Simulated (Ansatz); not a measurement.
Base system: BaTiO₃ in the cubic perovskite structure (space group Pm-3m, No. 221; a = 4.019 Å). Axes: x, y, z lie along the cube axes.

Computed with PBE (Ansatz, a first-principles code; PAW; 420 eV plane waves; no spin-orbit coupling).

Perturbation: every lattice vector is stretched by 1.20 %, atoms relaxed at fixed cell.

Problem. Predict the stress tensor and what it implies for the stiffness.

Solution. Stress of the strained cell less that of the base (GPa, compression positive):
```
  -5.38    0.00    0.00
   0.00   -5.38    0.00
   0.00    0.00   -5.38
```

Then B = −ΔP/(ΔV/V₀) with ΔV/V₀ = 0.0364 gives secant stiffness values (nonlinear terms included at this strain): B ≈ 148 GPa.

As a check, the harmonic strain energy −½ V₀ Δσ:ε is 7.9 meV/atom; the computed energy rise is 8.2 meV/atom.

Whether these cells are dynamically stable was not tested. All final runs are without spin polarisation. Many cubic perovskites are stable only at high temperature; tilts and polar distortions were not tested. This is not the structure that BaTiO3 has at room temperature and ambient pressure.
